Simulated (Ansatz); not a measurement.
The structure below was relaxed with Ansatz (a program for electronic structure), PBEsol, PAW, cutoff 420 eV, no SOC, at pressure −1 GPa.

```yaml
crystal:
  lattice:
    - [2.98093, 0.00000, 0.00000]
    - [0.00000, 2.98093, 0.00000]
    - [0.00000, 0.00000, 2.98093]
  atoms:
    - { symbol: Al, position: [0.00000, 0.00000, 0.00000] }
    - { symbol: Ru, position: [0.50000, 0.50000, 0.50000] }
```

**Question.** Find the space group and the Wyckoff positions.

**Answer.** Space group Pm-3m (No. 221); a = b = c = 2.9809 Å, α = β = γ = 90.00°

```
atom  site  symmetry       x       y       z
----  ----  --------  ------  ------  ------
Al      1a      m-3m  0.0000  0.0000  0.0000
Ru      1b      m-3m  0.5000  0.5000  0.5000
```

Load acts through the strain it causes; cell and atoms are relaxed under it. Stability against distortions was not tested. The final runs are not spin-polarised. The cell was made from AlRu in the CsCl type structure (space group Pm-3m, No. 221) by this change: pressure −1 GPa.
